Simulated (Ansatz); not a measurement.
**Worked example: self-consistent single point of TiBr2 (P6_3/mmc, 6 atoms in the cell) in Ansatz (a program for electronic structure)**

Level of theory: LDA (PW92), default PAW files made with PBE (plane waves; Ansatz).

Input as run:

Ansatz 0.2 input:
```yaml
crystal:
  lattice:
    - [3.46570900, 0.00000000, 0.00000000]
    - [-1.73285400, 3.00139200, 0.00000000]
    - [0.00000000, 0.00000000, 13.48019200]
  atoms:
    - { symbol: Ti, position: [0.33333300, 0.66666700, 0.25000000] }
    - { symbol: Ti, position: [0.66666700, 0.33333300, 0.75000000] }
    - { symbol: Br, position: [0.33333300, 0.66666700, 0.62750000] }
    - { symbol: Br, position: [0.66666700, 0.33333300, 0.12750000] }
    - { symbol: Br, position: [0.66666700, 0.33333300, 0.37250000] }
    - { symbol: Br, position: [0.33333300, 0.66666700, 0.87250000] }
basis:
  ecutwfc: 420.0 eV
kpoints:
  mp_grid: { grid: [7, 7, 2] }
hamiltonian:
  xc: lda
  pseudopotentials: { kind: paw }
scf:
  occupations: { method: gaussian, width: 0.1 eV }
output:
  forces: true
  eigenvalues: true
  stress: true
```

Output (repeated stretches shortened):

```
WARN the atoms were moved onto the symmetric positions of the space group found under crystal.symmetry.tolerance 1.0e-5 (fractional …
WARN ansatz: RAYON_NUM_THREADS=1 ignored (pool sized by the plan → 1); use --threads N
Pseudopotentials: kind: paw
Pseudopotential: Ti, paw, valence charge 12
Pseudopotential: Br, paw, valence charge 7
Crystal: 6 atoms, lattice volume = 140.220 Å³
Basis set: ecut = 420 eV, 2763 PW (Γ)
Bands: 32, of which v1, the nominal top of the filled ones, is band 26 counted from 1 (25 counted from 0)
Symmetry: 24 space group operations
Space group: P63/mmc (ITA 194), of the structure as read, at distance tolerance 5.2e-5 Å
k-points: 16 of 98
PAW frozen core: Ti, regenerated for the run's functional, and the local potential with it
PAW frozen core: Br, regenerated for the run's functional, and the local potential with it
Initial density: superposition of atomic densities (neutral atoms: chi_scale 0, normalization atom), corrected by the library's trained network
Initial wavefunctions: pseudopotential atomic-orbital guess
Eigensolver: davidson
Functional: x = slater, c = lda
SCF iter   1: F=—  HF=-15683.288345 eV  |F-HF|=—  |Δ(HF+E_count)|=         —  Δρ=6.92e-3  dr2=6.48e-2  ethr=1.77e-3  ⟨swp⟩=6.4  Hψ=2340  notcnv=0
all-band conjugate gradients solve this SCF's bands
preconditioner: auto → Resta (q_TF=auto, 2.313 Å⁻¹)
SCF iter   2: F=—  HF=-15683.278462 eV  |F-HF|=—  |Δ(HF+E_count)|=   9.88e-3  Δρ=3.67e-3  dr2=1.51e-2  ethr=1.25e-4  ⟨swp⟩=2.0  Hψ=726  notcnv=0  defer=10
SCF iter   3: F=—  HF=-15683.276068 eV  |F-HF|=—  |Δ(HF+E_count)|=   2.39e-3  Δρ=7.11e-4  dr2=9.17e-4  ethr=2.91e-5  ⟨swp⟩=2.2  Hψ=858  notcnv=0  defer=10
SCF iter   4: F=—  HF=-15683.275934 eV  |F-HF|=—  |Δ(HF+E_count)|=   1.34e-4  Δρ=3.60e-4  dr2=2.47e-4  ethr=1.76e-6  ⟨swp⟩=2.3  Hψ=861  notcnv=0  defer=10
SCF iter   5: F=—  HF=-15683.275901 eV  |F-HF|=—  |Δ(HF+E_count)|=   3.28e-5  Δρ=1.18e-4  dr2=1.85e-5  ethr=4.74e-7  ⟨swp⟩=2.1  Hψ=620  notcnv=0  defer=10
SCF iter   6: F=—  HF=-15683.275894 eV  |F-HF|=—  |Δ(HF+E_count)|=   6.67e-6  Δρ=2.93e-5  dr2=1.25e-6  ethr=3.56e-8  ⟨swp⟩=2.8  Hψ=854  notcnv=0  defer=10
SCF iter   7: F=-15683.275894 eV  HF=-15683.275894 eV  |F-HF|=1.41e-8  |Δ(HF+E_count)|=   4.68e-8  Δρ=6.11e-6  dr2=7.08e-8  ethr=1.92e-10  ⟨swp⟩=7.5  Hψ=2468  notcnv=0
SCF 1 converged in 7 iterations: F = -15683.275894 eV  dr2 = 7.08e-8
SCF converged after 7 iterations
Free energy (F): -15683.275894 eV
Harris-Foulkes:  -15683.275894 eV  (|F-HF|=1.41e-8)
Internal energy: -15683.275894 eV  (E = F + TS)
E sigma→0 (E₀):  -15683.275894 eV
Entropy (-TS):   -0.000000 eV (-0.000 meV/atom)
Fermi energy:    8.394602 eV
--- Per-component energies (eV) ---
  E_band       = -466.374375
  E_kinetic    = 1082.911307
  E_local      = -3931.698673  (includes V_loc(G=0)·N_el)
  E_nonlocal   = 314.067679
  E_hartree    = 1563.162699
  E_xc         = -1239.835018
  E_vxc        = -664.896168  (∫ρ·V_xc dr)
  E_paw        = -10642.036481  (= ΣΔE_a)
  E_vpaw       = -393.092239  (= ΣTr[D̂ρ^β])
  E_aug_tail   = 0.000135  (compensation charges beyond the density's cutoff)
  E_ewald      = -2831.325487
  E_core_change = 1.477946  (= ΣΔE_core)
  E_smearing   = -0.000000  (= −TS)
  E_closure    = -0.000000  (closes the sum)
  Σ components = -15683.275894   (vs F -15683.275894, Δ=0.00e0)
--- Forces (eV/Å), atoms counted from 1 ---
  atom   1  Ti    -0.00000000     0.00000000     0.00000000
  atom   2  Ti     0.00000000     0.00000000     0.00000000
  atom   3  Br     0.00000000     0.00000000     0.18874387
  atom   4  Br    -0.00000000    -0.00000000     0.18874387
  atom   5  Br    -0.00000000    -0.00000000    -0.18874387
  atom   6  Br     0.00000000     0.00000000    -0.18874387
  max |Σ_I F_I| component: 2.78e-17 eV/Å
--- Stress (GPa, compression-positive) ---
       -4.724176       0.000000       0.000000
        0.000000      -4.724176       0.000000
        0.000000       0.000000      -2.392099
  P = ⅓ Tr σ = -3.9468 GPa (-39.468 kbar)
  The stress holds the Pulay correction. Without it, at fixed plane waves, as pw.x and ABINIT print it: P = -3.9833 GPa
--- Band table (eV; the first three rows and the last of 16) ---
  k-point 0: bands = ["-48.9008", "-48.9008", "-25.5703", "-25.5703", "-25.4159", "-25.4159", "-25.4159", "-25.4159", "-9.4835", "-9.3641", "-8.9334", "-8.7834", "0.8446", "1.6161", "3.1384", "4.4942", "4.4942", "4.5305", "4.5305", "4.5549", [...]
  k-point 1: bands = ["-48.9008", "-48.9008", "-25.5703", "-25.5703", "-25.4159", "-25.4159", "-25.4159", "-25.4159", "-9.4314", "-9.4314", "-8.8509", "-8.8509", "1.1489", "1.1489", "3.8897", "3.8897", "4.5114", "4.5114", "4.5114", "4.5114", [...]
  k-point 2: bands = ["-48.8988", "-48.8988", "-25.5651", "-25.5651", "-25.4380", "-25.4380", "-25.4209", "-25.4209", "-9.3303", "-9.2177", "-8.8288", "-8.6901", "1.0671", "1.7998", "3.1361", "3.6238", "3.6647", "4.1323", "4.3768", "4.4504", [...]
  k-point 15: bands = ["-48.8895", "-48.8895", "-25.5405", "-25.5405", "-25.5109", "-25.5109", "-25.4754", "-25.4754", "-8.4563", "-8.4563", "-8.2161", "-8.2161", "1.6276", "1.6276", "1.9679", "1.9679", "2.4251", "2.4251", "2.6483", "2.6483", [...]
```

The run converged in 7 iterations.

The starting cell was generated: these elements placed on a structure prototype, without a prior relaxation; it need not be a known phase or ordering of this composition. With a pressure of about -4 GPa the cell is away from its equilibrium volume at this level. Ansatz's pressure includes its estimate of the finite-basis (Pulay) stress.
